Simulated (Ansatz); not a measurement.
**CuI: response to strain**

The parent structure is CuI in the zinc blende structure (space group F-43m, No. 216; a = 5.862 Å). Axes: x, y, z lie along the cube axes.

Strains are applied to the cell and any free atomic positions relax; under biaxial strain the out-of-plane vector relaxes too.

All numbers come from DFT with LDA, PAW potentials and a 420 eV plane-wave cutoff in Ansatz (an electronic-structure program), no spin-orbit coupling.

```json
[
 {"biaxial strain, plane normal [111], relaxed out of plane (%)": "0", "band gap (eV)": "1.22"},
 {"biaxial strain, plane normal [111], relaxed out of plane (%)": "0.42", "band gap (eV)": "1.20"},
 {"biaxial strain, plane normal [111], relaxed out of plane (%)": "0.83", "band gap (eV)": "?"},
 {"biaxial strain, plane normal [111], relaxed out of plane (%)": "1.25", "band gap (eV)": "1.15"},
 {"biaxial strain, plane normal [111], relaxed out of plane (%)": "1.67", "band gap (eV)": "1.12"},
 {"biaxial strain, plane normal [111], relaxed out of plane (%)": "2.08", "band gap (eV)": "1.10"},
 {"biaxial strain, plane normal [111], relaxed out of plane (%)": "2.5", "band gap (eV)": "1.08"}
]
```

### Question
Fit E_g = E₀ + Dε (ε in %) to the rows shown and predict the withheld row.

### Answer
Least squares on the printed values gives E₀ = 1.22 eV, D = -57.7 meV per % of strain (largest residual 0.00 eV); this predicts 1.17 eV, and the run gives 1.17 eV, in agreement.

With I present, leaving out spin-orbit coupling can change the band edges. Whether these cells are dynamically stable was not tested. All final runs are without spin polarisation.
